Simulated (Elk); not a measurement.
Band structure of Y2Ge3 (P-6m2, 5 atoms in the cell).

```
CELL_PARAMETERS angstrom
      4.39243     0.00000     0.00000
     -2.19622     3.80396     0.00000
      0.00000     0.00000     7.10729
ATOMIC_POSITIONS crystal
  Y  0.00000 0.00000 0.72993
  Y  0.00000 0.00000 0.27007
  Ge 0.33333 0.66667 0.00000
  Ge 0.66667 0.33333 0.50000
  Ge 0.66667 0.33333 0.00000
```

Method: PBEsol, all-electron FP-LAPW, Elk's shipped species files, default APW+lo basis (Elk).

Settings: xctype = 22; rgkmax = 7; stype = 3; swidth = 0.00367493 Ha; ngridk = 7 7 4; rmtscf = 0.94.

The starting cell comes from a database of computed structures (which also holds hypothetical and non-ambient phases and stackings), without a prior relaxation at this level. Values depend on the basis (sphere radii, cutoffs, local orbitals), which need not be converged.

Levels in eV from the Fermi level, bands 29 to 36:
```
point     29     30     31     32     33    34    35    36
-----  -----  -----  -----  -----  -----  ----  ----  ----
Γ      -2.66  -0.54  -0.54  -0.10   0.74  0.74  1.09  1.53
M      -2.36  -1.81  -1.55  -0.46   1.36  1.74  2.76  3.05
K      -1.95  -1.57  -0.99   1.04   1.36  1.48  1.73  2.33
A      -2.55  -1.73  -0.49  -0.49   0.12  0.12  1.60  1.71
L      -1.98  -1.68  -0.54  -0.44  -0.41  2.19  2.20  2.89
H      -1.53  -1.52  -1.35  -0.91   1.07  2.23  2.36  2.47
```

Bands cross the Fermi level along this path, so the cell is metallic at this level.
